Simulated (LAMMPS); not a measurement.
MD of Si (diamond structure) at zero pressure, 1728 atoms, as a crystal; each row is its own run.

Level of theory: classical MD, pair style tersoff, file SiC_Erhart-Albe.tersoff; code LAMMPS.

```
T (K)  volume (Å³/atom)
-----  ----------------
200              20.078
760              20.299
1010             20.396
1270             20.489
1520             20.567
1770             20.629
2020             20.680
```

Task: Fit a straight line, y = a + b x, to these rows (x is the first column, y the second) and predict the run at x = 300.

Result: Least squares gives a = 20.040 and b = 0.0003345. At x = 300 the fit predicts 20.140 Å³/atom. The run itself gave 20.1149 ± 0.0003 Å³/atom, so the fit is 0.12 % high.
